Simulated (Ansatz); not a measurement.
## CdSe: uniaxial strain ε_yy = −1.08 %

Start from CdSe in the wurtzite structure (space group P6_3mc, No. 186; a = 4.3021 Å, c = 7.0214 Å). Axes: x lies along a and z along c of the hexagonal cell.

Now apply this change: the cell is compressed by 1.08 % along y with no lateral relaxation, atoms relaxed at fixed cell.

Level of theory: PBEsol/PAW in Ansatz (a first-principles code), without spin-orbit coupling, earlier PAW set. k-mesh 9×9×5 (Γ-centred); smearing 0.05 eV (Fermi–Dirac).

Volume per atom: 27.83 Å³ (base 28.13 Å³)
Space group: Cmc2_1 (No. 36) (base P6_3mc (No. 186))
Energy relative to the base (free energy F): +0.8 meV/atom
Pressure (mean of the normal stresses, compression positive): 0.57 GPa (base 0.00 GPa)
Band gap: 0.53 eV (base 0.54 eV)
Gap character: direct at Γ (base direct at Γ)
Electron mass: 0.056 mₑ (at Γ) (base 0.055 mₑ (at Γ))
Valence-band top at Γ (three highest levels, from the VBM): 0.00, -0.04, -0.10 eV (base 0.00, 0.00, -0.05 eV)
Largest internal atomic displacement: 0.016 Å
Stress (xx, yy, zz, yz, xz, xy; compression positive): (0.50, 0.79, 0.42, 0.00, 0.00, 0.00) GPa

Final structure:

```yaml
crystal:
  lattice:
    - [4.30206, 0.00000, 0.00000]
    - [-2.15103, 3.68545, 0.00000]
    - [0.00000, 0.00000, 7.02135]
  atoms:
    - { symbol: Cd, position: [0.66625, 0.33250, 0.99984] }
    - { symbol: Cd, position: [0.33375, 0.66750, 0.49984] }
    - { symbol: Se, position: [0.66870, 0.33739, 0.62536] }
    - { symbol: Se, position: [0.33130, 0.66261, 0.12536] }
```

Cost of the whole job for the changed cell (relaxation, final SCF and bands): very roughly 2.2 core-minutes.

Effective masses come from finite differences of ±0.01 Å⁻¹. Stability against distortions was not tested. Labels are those of the standard path for the cell's own space group.
